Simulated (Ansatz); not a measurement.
# Pressure series in SiO2

The reference is SiO2 (space group P3_121, No. 152).

```xyz
9
Lattice="4.9484 0.0000 0.0000 -2.4742 4.2855 0.0000 0.0000 0.0000 5.4413" Properties=species:S:1:pos:R:3 pbc="T T T"
Si     2.3271     0.0000     4.5344
Si    -1.1636     2.0153     0.9069
Si     1.3107     2.2701     2.7206
O      1.3803     1.1447     3.8885
O      3.2670     0.6231     0.2610
O      2.7754     2.5178     2.0747
O     -1.0939     3.1408     5.1803
O      0.3012     1.7677     1.5528
O      0.7927     3.6624     3.3665
```

Cell and atoms are relaxed at each pressure.

Calculations: DFT with PBEsol, PAW potentials and a 420 eV plane-wave cutoff in Ansatz (a first-principles code), scalar-relativistic without spin-orbit coupling, earlier PAW set.

| change | density | smallest direct gap | electron mass | c/a ratio |
|---|---|---|---|---|
| base | 2.59 g/cm³ | 6.03 eV | 0.50 mₑ (at Γ) | 1.100 |
| pressure −2 GPa | 2.39 g/cm³ | 5.75 eV | 0.52 mₑ (at Γ) | 1.093 |
| pressure −1 GPa | 2.50 g/cm³ | 5.98 eV | 0.51 mₑ (at Γ) | 1.096 |
| pressure 1.8 GPa | 2.72 g/cm³ | 6.11 eV | 0.49 mₑ (at Γ) | 1.105 |
| pressure 4.2 GPa | 2.86 g/cm³ | 6.19 eV | 0.48 mₑ (at Γ) | 1.113 |
| pressure 9 GPa | 3.09 g/cm³ | 6.34 eV | 0.46 mₑ (at Γ) | 1.132 |
| pressure 30 GPa | 3.76 g/cm³ | 6.88 eV | – | 1.194 |

Load acts through the strain it causes; cell and atoms are relaxed under it. Effective masses come from finite differences of ±0.01 Å⁻¹. Whether these cells are dynamically stable was not tested. Competing high-pressure phases were not computed.
